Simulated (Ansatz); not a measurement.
Base system: Pb in the fcc (Cu type) structure (space group Fm-3m, No. 225; relaxed with 0.1 eV smearing).

```
Pb
1.0
    0.00000     2.46707     2.46707
    2.46707     0.00000     2.46707
    2.46707     2.46707     0.00000
Pb
1
Direct
  0.00000   0.00000   0.00000
```

Cartesian axes are those of the cell as printed.

All numbers come from PBEsol (Ansatz, a first-principles code; PAW; 420 eV plane waves; without spin-orbit coupling).

Strains are applied to the cell and any free atomic positions relax; under biaxial strain the out-of-plane vector relaxes too.

One change was made to it. Results:

| quantity | base | after |
|---|---|---|
| energy relative to the base (free energy F) | 0 meV/atom | +7.9 meV/atom |
| pressure (mean of the normal stresses, compression positive) | 0.0 GPa | -1.0 GPa |

Question: Name the change that was made.
A. biaxial strain +2.50 %, plane normal [111], relaxed out of plane
B. biaxial strain +1.25 %, plane normal [111], relaxed out of plane
C. biaxial strain +0.42 %, plane normal [111], relaxed out of plane
D. biaxial strain −2.50 %, plane normal [111], relaxed out of plane

Answer: A, biaxial strain +2.50 %, plane normal [111], relaxed out of plane. For comparison, the energy relative to the base in the other runs: biaxial strain −2.50 %, plane normal [111], relaxed out of plane gives +10 meV/atom; biaxial strain +0.42 %, plane normal [111], relaxed out of plane gives +0.3 meV/atom; biaxial strain +1.25 %, plane normal [111], relaxed out of plane gives +2.1 meV/atom.

Stability against distortions was not tested.
